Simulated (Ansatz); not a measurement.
CsCl-type NiAl was calculated with PBE0-D3(BJ) in Ansatz (PAW).

The input as run:

Ansatz 0.2 input:
```yaml
crystal:
  lattice:
    - [2.8205746593, 0.0, 0.0]
    - [0.0, 2.8205746593, 0.0]
    - [0.0, 0.0, 2.8205746593]
  atoms:
    - { symbol: Al, position: [0.5, 0.5, 0.5] }
    - { symbol: Ni, position: [0.0, 0.0, 0.0] }
basis:
  ecutwfc: 460
  ecutrho_ratio: 4
  xc_grid: 2
kpoints:
  mp_grid: { grid: [10, 10, 10] }
hamiltonian:
  xc: pbe0
  dispersion: d3bj
  pseudopotentials: { kind: paw }
scf:
  occupations: { method: fermi_dirac, width: 0.05 }
  convergence: { dr2_threshold: 0.0000000002 }
output:
  forces: true
  stress: true
  eigenvalues: true
```

From the output:

```
WARN output.stress: scf.exx.energy_threshold = 1e-6 eV is looser than the 2e-8 eV advised for a stress under a hybrid functional (1e-8 eV for each atom of the …
Crystal: 2 atoms, lattice volume = 22.439 Å³
Basis set: ecut = 460 eV, 485 PW (Γ), exchange–correlation on 40×40×40 points (8 copies of the dense FFT grid, shifted against one another)
Bands: 15, of which v1, the nominal top of the filled ones, is band 11 counted from 1 (10 counted from 0)
Symmetry: 48 space group operations
Space group: Pm-3m (ITA 221), of the structure as read, at distance tolerance 2.8e-5 Å
k-points: 56 of 1000
Functional: x = pbe(κ = 0.804, μ = 0.2195149727645171), c = pbe(β = 0.06672455060314922), warm-up for x = 0.75 pbe(κ = 0.804, μ = 0.2195149727645171) + 0.25 exact, c = pbe(β = 0.06672455060314922)
SCF iter   1: F=—  HF=-6379.492613 eV  |F-HF|=—  |Δ(HF+E_count)|=         —  Δρ=4.63e-3  dr2=2.16e-3
SCF iter   2: F=—  HF=-6379.492408 eV  |F-HF|=—  |Δ(HF+E_count)|=   2.05e-4  Δρ=1.76e-3  dr2=2.56e-4
  ...
SCF 1 converged in 8 iterations: F = -6379.492425 eV  dr2 = 2.34e-12
Crystal: 2 atoms, lattice volume = 22.439 Å³
Initial density: handed on by an earlier stage of this run
Functional: x = 0.75 pbe(κ = 0.804, μ = 0.2195149727645171) + 0.25 exact, c = pbe(β = 0.06672455060314922)
SCF 2 converged in 9 iterations: F = -6378.245227 eV  dr2 = 1.39e-13
Crystal: 2 atoms, lattice volume = 22.439 Å³
Crystal: 2 atoms, lattice volume = 22.439 Å³
SCF iter  11: F=—  HF=-6378.258669 eV  |F-HF|=—  |Δ(HF+E_count)|=   1.67e-9  Δρ=4.74e-6  dr2=3.35e-9
SCF iter  12: F=-6378.258669 eV  HF=-6378.258669 eV  |F-HF|=4.55e-12  |Δ(HF+E_count)|=  3.15e-10  Δρ=1.41e-7  dr2=6.21e-12
SCF 4 converged in 12 iterations: F = -6378.258669 eV  dr2 = 6.21e-12
Free energy (F): -6378.258669 eV
Internal energy: -6378.257572 eV  (E = F + TS)
E sigma→0 (E₀):  -6378.258121 eV
Fermi energy:    14.620433 eV
--- Forces (eV/Å), atoms counted from 1 ---
  atom   1  Al     0.00000000     0.00000000     0.00000000
  atom   2  Ni    -0.00000000     0.00000000    -0.00000000
--- Stress (GPa, compression-positive) ---
        0.909441       0.000000       0.000000
       -0.000000       0.909441       0.000000
       -0.000000       0.000000       0.909441
  P = ⅓ Tr σ = 0.9094 GPa (9.094 kbar)
```

The cell is one volume of an energy–volume scan, off the minimum.

The PAW data were made under PBE.

Note: the run has no spin polarisation, so it can have missed a magnetic state. Note: the run warned that the count of filled bands differs between k points.

Ansatz is a first-principles code.
